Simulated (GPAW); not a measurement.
Band structure of Ti3Al (P-6m2, 4 atoms in the cell).

```yaml
crystal:
  lattice:
    - [2.92754, 0.00000, 0.00000]
    - [-1.46377, 2.53532, 0.00000]
    - [0.00000, 0.00000, 9.22636]
  atoms:
    - { symbol: Ti, position: [0.66667, 0.33333, 0.00000] }
    - { symbol: Ti, position: [0.33333, 0.66667, 0.75059] }
    - { symbol: Ti, position: [0.33333, 0.66667, 0.24941] }
    - { symbol: Al, position: [0.66667, 0.33333, 0.50000] }
```

Method of the run: PBEsol, GPAW PAW datasets PBEsol (made by gpaw-setup) (plane waves; GPAW 25.7.0).

Settings: mode = pw; ecut = 800 eV; xc = PBEsol; kpts = 10 10 3; mesh shift (steps) = 0 0 0; occupations.name = methfessel-paxton; occupations.width = 0.136 eV; occupations.order = 0; nbands = -10; convergence.forces = 0.001 eV/Å; symmetry.symmorphic = false; symmetry.tolerance = 0.0005; maxiter = 120; bandpath_npoints = 40.

The starting cell comes from a database of computed structures (which also holds hypothetical and non-ambient phases and stackings), without a prior relaxation at this level. Spin polarisation is off.

Levels in eV from the Fermi level, bands 17 to 23:
| point | 17 | 18 | 19 | 20 | 21 | 22 | 23 |
|---|---|---|---|---|---|---|---|
| Γ | -0.76 | 0.47 | 0.73 | 0.82 | 0.82 | 0.91 | 0.91 |
| M | -1.45 | -1.22 | -0.65 | -0.40 | 0.89 | 0.99 | 1.12 |
| K | -1.18 | -1.15 | -0.71 | -0.56 | -0.31 | -0.10 | 0.15 |
| A | -1.01 | 0.43 | 0.77 | 0.82 | 0.82 | 0.90 | 0.90 |
| L | -1.55 | -1.21 | -0.93 | -0.06 | 0.85 | 0.87 | 1.06 |
| H | -1.18 | -1.17 | -0.89 | -0.66 | -0.09 | 0.02 | 0.09 |

Bands cross the Fermi level along this path, so the cell is metallic at this level.
